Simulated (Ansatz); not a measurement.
**Ti: stress against strain**

Ti (hcp, P6_3/mmc, 17.325 Å³/atom and stress up to 0.01 GPa in the relaxed cell, c along z) under a strain ε along a direction in the basal plane (axis x), the other axes held. r2SCAN in Ansatz, a plane-wave DFT program (PAW, default set), 500 eV, 23×23×13 Γ-centred mesh, Fermi-Dirac smearing 0.10 eV; ions are relaxed, or left where forces stay under 0.02 eV/Å, within the symmetry of each cell. Stress is positive for a compressed cell.

Here s stands for strain and y for stress xx.

| strain (%) | stress xx (GPa) |
|---|---|
| -1.50 | 2.77 |
| -1.00 | 1.82 |
| -0.50 | 0.85 |
| 0.00 | -0.01 |
| 0.50 | -0.88 |
| 1.00 | -1.73 |
| 1.50 | -2.55 |
| 3.00 | ? |

Fit y against s with a straight line, and predict the withheld value at s = 3.00.

Means: s 0, y 0.039. About the means, the sum of products is -12.395 and the sum of squares of s is 7.0000; the slope is their ratio. Least squares gives y = 0.039 - 1.7707·s. Residuals (row less fit): 0.075, 0.010, -0.074, -0.049, -0.034, 0.002, 0.067; standard error 0.062 (degrees of freedom: 5). The slope gives the elastic constant C11 = about 180 GPa. At the withheld row, y = 0.039 - 1.7707 × 3.0 = -5.273 GPa. The calculation gives -4.84 GPa, 0.433 GPa above the prediction (5.7 % of the range of y in the table). The row lies outside the fitted rows, so this is an extrapolation. From the scatter of the fitted rows alone, a prediction at this place has a standard error of 0.097 GPa, so the miss is 4.5 times that.

A polynomial of degree 2 through the 12 other runs of the series gives -4.84 there, so most of the miss is curvature that the fit leaves out. In a metal these values are sensitive to mesh and smearing; energies are taken to zero smearing, stresses follow the free energy. The runs aren't spin-polarised. Rows are the converged runs of the series near zero and its far end; series whose fitted rows scatter by over a few per cent of the range, as at a crossing or softening among them, aren't shown in this form, nor equations of state whose B0' disagrees with the runs' pressures. Most that stay on the fit to the last digits aren't either.
